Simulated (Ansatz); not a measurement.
Defect: Li vacancy in ferroelectric LiNbO3, charge state -1. These are PBE, PAW (plane waves to 420 eV; Ansatz, an electronic-structure program) values and carry that method's errors.

Cell of 120 host sites held at the relaxed PBE lattice; the Γ point alone; Fermi-Dirac width 0.01 eV, spin-restricted; finite-size errors left in. Static, classical nuclei. The charge state is imposed; whether it is stable for some Fermi level was not computed. Forms of the defect that were not tried may lie lower.

Barriers: single points on a 2×2×2 k-point mesh shifted by half a step along c at the bands' geometries.

The step: a nearby Li atom hops onto the vacant site; the atom moves 3.81 Å along (-0.67, -0.33, 0.17) of the unit cell; the moving atom starts with neighbours O at 2.05, O at 2.08, O at 2.09, O at 2.22, O at 2.26, O at 2.28 Å and ends with O at 2.09, O at 2.10, O at 2.11, O at 2.18, O at 2.25, O at 2.26 Å.

Task: Predict the migration barrier of this step from PBE, PAW.

Result: 1.12 eV, the same both ways. At the saddle the moving atom has neighbours O at 1.75, O at 1.82, O at 2.11 Å. The saddle point's order was not checked.
